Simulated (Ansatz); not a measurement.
LiHS (Ama2, No. 40, 6 atoms in the cell; start COD 1532758) was calculated with G0W0@PBEsol+SOC (Ansatz, a first-principles code, hard PAW, contour deformation, complete-basis limit, spin–orbit shift from PBEsol).

Run with largest k mesh 4×4×4 (not extrapolated in the mesh).

Cell (measured lattice):

```
LiHS
1.0
    6.15687     0.00000     0.00000
    0.00000     2.80920     2.75739
    0.00000    -2.80920     2.75739
Li S H
2 2 2
Cartesian
  3.07843   0.00000   2.76654
  0.00000   0.00000   2.76654
  4.61765   1.47039   4.06467
  1.53922  -1.47039   4.06467
  1.53922  -2.38895   3.07885
  4.61765   2.38895   3.07885
```

**Question.** Predict the band gap.

**Answer.** 
- band gap = 5.78 eV

Note: spin–orbit coupling enters as the shift of the gap found with a semilocal functional; the file's cell can be that of a phase stable at another temperature; cell and atoms aren't relaxed at this level.

The computed numbers hold no vibrational or temperature effects.
